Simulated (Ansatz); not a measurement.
The starting structures come from a database of crystals and need not be the phases stable at ambient conditions.

Inside the gap of an insulator the Bloch states are evanescent, with a wavenumber k + iκ along the transport direction.

Given:

```xyz
10
Lattice="5.5173 0.0000 0.0000 0.7253 7.5069 0.0000 2.3960 -3.7535 2.5710" Properties=species:S:1:pos:R:3 pbc="T T T"
Ti     0.3746     3.7611     0.0000
Ti     2.4080    -3.7458     2.5710
Zn     3.6519     5.8532     0.0000
Zn     3.2893     2.0997     0.0000
O      5.8048     5.5116     0.6588
O      3.6052     0.3142     0.9232
O      1.8231     3.1059     0.9890
O      6.3639     0.3142     1.6478
O      4.5818     3.1059     1.5819
O      2.3208    -1.9954     1.9122
```

Space group of this cell: R3c. The cell is taken as given; by PBEsol its mean pressure is -8.2 GPa.

Transport runs along the normal of the first two printed cell vectors, the (110) plane of the conventional cell.

The gap is the functional's own. No spin-orbit coupling. Mid-gap values are interpolated on the energy grid.

Question: Give the band gap and the smallest decay constant κ at mid-gap that PBEsol (Ansatz, a first-principles code) yields.

Answer: Gap 2.86 eV on a 12×12×12 mesh; κ = 0.425 1/Å, at (-0.167, 0.250) of the in-plane reciprocal vectors. At the zone centre, at the nearest computed energy, the slowest state has κ = 0.46 1/Å.
